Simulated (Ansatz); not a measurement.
Tunnelling through a barrier is set by its complex band structure: the current falls as exp(−2κd) with the smallest κ.

Given:

```yaml
crystal:
  lattice:
    - [4.64161, 0.00000, 0.00000]
    - [0.00000, 4.64161, 0.00000]
    - [2.32081, 2.32081, 3.28212]
  atoms:
    - { symbol: Cd, position: [0.00000, 0.00000, 0.00000] }
    - { symbol: Te, position: [0.75000, 0.25000, 0.50000] }
```

The cell is taken as given.

Transport runs along the normal of the first two printed cell vectors, the (001) plane of the conventional cell.

The gap is the functional's own, uncorrected, and κ follows it; spin-orbit coupling is left out. Mid-gap means the computed energy nearest the middle.

Problem. Give the band gap and the smallest decay constant κ at mid-gap that r2SCAN run with Ansatz (an electronic-structure program) yields.

Solution. Gap 1.16 eV on a 10×10×10 mesh; κ = 0.082 1/Å, at the zone centre.
